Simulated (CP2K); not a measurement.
Band structure of Li₂Pd (P6/mmm, 3 atoms in the cell).

```yaml
crystal:
  lattice:
    - [4.20512, 0.00000, 0.00000]
    - [-2.10256, 3.64174, 0.00000]
    - [0.00000, 0.00000, 2.67986]
  atoms:
    - { symbol: Li, position: [0.33333, 0.66667, 0.50000] }
    - { symbol: Li, position: [0.66667, 0.33333, 0.50000] }
    - { symbol: Pd, position: [0.00000, 0.00000, 0.00000] }
```

Computed with PBEsol, GPW, DZVP-MOLOPT-SR-GTH basis, GTH-PBE potentials (GTH_POTENTIALS) (CP2K 2026.2).

Settings: CUTOFF = 500 Ry; REL_CUTOFF = 50 Ry; SMEAR/METHOD = FERMI_DIRAC; ELECTRONIC_TEMPERATURE = 1160.45 K; KPOINTS/SCHEME = MONKHORST-PACK 9 9 12; GAMMA_CENTERED = T; XC_FUNCTIONAL = PBE:PBESOL; Li/BASIS_SET = DZVP-MOLOPT-SR-GTH; Li/POTENTIAL = GTH-PBE-q3; Pd/BASIS_SET = DZVP-MOLOPT-SR-GTH; Pd/POTENTIAL = GTH-PBE-q18; METHOD = GPW; EPS_DEFAULT = 1e-10; EXTRAPOLATION = USE_GUESS.

The starting cell comes from a database of computed structures (which also holds hypothetical and non-ambient phases and stackings), without a prior relaxation at this level. Spin polarisation is off. Values carry the incompleteness of an atom-centred basis. The potentials were made for another functional than the one used.

Levels in eV from the Fermi level, bands 9 to 14:
| point | 9 | 10 | 11 | 12 | 13 | 14 |
|---|---|---|---|---|---|---|
| Γ | -3.05 | -3.05 | -1.07 | -1.07 | 4.42 | 4.42 |
| M | -2.24 | -1.87 | -1.83 | -1.16 | -1.09 | 0.77 |
| K | -2.81 | -2.36 | -1.13 | -1.13 | -0.64 | -0.64 |
| A | -3.26 | -2.14 | -2.14 | 0.71 | 1.89 | 8.91 |
| L | -2.61 | -1.81 | -1.12 | 0.70 | 1.34 | 4.07 |
| H | -2.22 | -2.22 | -1.08 | 1.48 | 2.32 | 2.32 |

Bands cross the Fermi level along this path, so the cell is metallic at this level.

Higher empty bands are left out: an atom-centred basis made for the valence describes them poorly.
